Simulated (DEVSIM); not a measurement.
Structure: illuminated Ge n-on-p cell, one wavelength, at 300 K.

```
layer (left to right)  material  thickness (μm)  Nd (cm⁻³)  Na (cm⁻³)  τn (s)  τp (s)  absorption coefficient (cm⁻¹)
---------------------  --------  --------------  ---------  ---------  ------  ------  -----------------------------
1                            Ge           0.700     1.8e18          -  2.3e-7  1.1e-8                           7500
2                            Ge            52.0          -     8.5e15  8.6e-7  8.6e-7                           7500
```

Left contact: ohmic, minority hole recombination velocity 400 cm/s. Right contact: ohmic, minority electron recombination velocity 400 cm/s. Voltage is applied to the left contact. Recombination: SRH at mid-gap, radiative, Auger. Light enters at the left, 1.9e17 photons cm⁻² s⁻¹, one pass, no reflection. Mobility is μmin + (μ − μmin)/(1 + (N/Nref)^α).

Constants are typed, rounded textbook-type inputs, not results; the design itself was drawn at random and stands for no fabricated device. Values at 300 K.

| parameter | Ge |
|---|---|
| gap (eV) | 0.664 |
| affinity (eV) | 4 |
| permittivity | 16 |
| Nc (cm⁻³) | 1.04e19 |
| Nv (cm⁻³) | 6e18 |
| μn (cm²/Vs) | 3900 |
| μp (cm²/Vs) | 1900 |
| μn,min | 150 |
| μp,min | 100 |
| Nref,n | 2.6e17 |
| Nref,p | 4e17 |
| αn | 0.56 |
| αp | 0.6 |
| B (cm³/s) | 6.4e-14 |
| Cn (cm⁶/s) | 1e-31 |
| Cp (cm⁶/s) | 1e-31 |

DEVSIM, 1D drift-diffusion, Boltzmann statistics, complete ionisation; no tunnelling, impact ionisation, image-force lowering or self-heating.

Base results: fill factor 0.60; dark forward voltage at 1 A/cm² (V) 0.265; short-circuit current (mA/cm²) 30.2; share of generated pairs collected at short circuit 0.991.

What follows from this one change: recombination velocity at the left contact 400 → 1e+07 cm/s?

fill factor 0.60 → 0.59; dark forward voltage at 1 A/cm² 0.265 → 0.258 V; short-circuit current 30.2 → 23.7 mA/cm²; share of generated pairs collected at short circuit 0.991 → 0.779.

What follows from this one change: photon flux 1.9e+17 → 5.7e+17 cm^-2 s^-1?

fill factor 0.60 → 0.63; dark forward voltage at 1 A/cm² little changed (0.265 V); short-circuit current 30.2 → 90.5 mA/cm²; share of generated pairs collected at short circuit little changed (0.991).
